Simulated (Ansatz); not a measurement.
The parent structure is a 16-atom supercell of BiB in the zinc blende structure (space group F-43m, No. 216; a = 5.4905 Å; a hypothetical phase, not in the database extracts checked) at its relaxed geometry.

Computed with r2SCAN/PAW in Ansatz (a program for electronic structure), no SOC.

One neutral defect a cell, atoms relaxed at fixed cell.

One change was made to it. Results:

| quantity | base | after |
|---|---|---|
| largest displacement of a host atom from its site in the perfect cell | – | 0.49 Å |
| pressure | -0.1 GPa | -6.3 GPa |

**Question.** Which change produced these results?
A. Bi vacancy, symmetric start
B. B on a Bi site (antisite)
C. Cr on a Bi site

**Answer.** B, B on a Bi site (antisite). For comparison, the largest displacement of a host atom from its site in the perfect cell in the other runs: Cr on a Bi site gives 0.18 Å; Bi vacancy, symmetric start gives 0.12 Å.

The magnetic state is the one reached from the starting moments; the real material's order can differ, and small cells can't hold many antiferromagnetic ones. In so small a cell the defect repeats every few ångströms: this is an ordered compound, not a dilute defect. The mesh was chosen for an insulator and is coarse for the gapless case. Defects with a symmetric start kept the site's symmetry and may sit on a saddle; the others started slightly shaken. Seeded moments were not kept for B on a Bi site (antisite).
